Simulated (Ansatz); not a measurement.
## Hypothetical zinc blende ScBi: response to strain

Start from ScBi in the zinc blende structure (space group F-43m, No. 216; a = 6.739 Å; a hypothetical phase, not in the database extracts checked). Axes: x, y, z lie along the cube axes.

Strains are applied to the cell and any free atomic positions relax.

Method: PBE in Ansatz (plane waves to 420 eV, PAW, no spin-orbit coupling).

```tsv
uniaxial strain ε_yy (%)	band gap (eV)
0	1.35
0.94	1.32
5.33	?
5.85	1.17
```

**Question.** Fit E_g = E₀ + Dε (ε in %) to the rows shown and predict the withheld row.

**Answer.** Least squares on the printed values gives E₀ = 1.35 eV, D = -30.7 meV per % of strain (largest residual 0.00 eV); this predicts 1.19 eV, and the run gives 1.18 eV, in agreement.

Spin-orbit coupling, missing from the scalar runs, can matter with Bi. No phonon test of stability was made. The final runs are not spin-polarised.

Ansatz is a program for electronic structure.
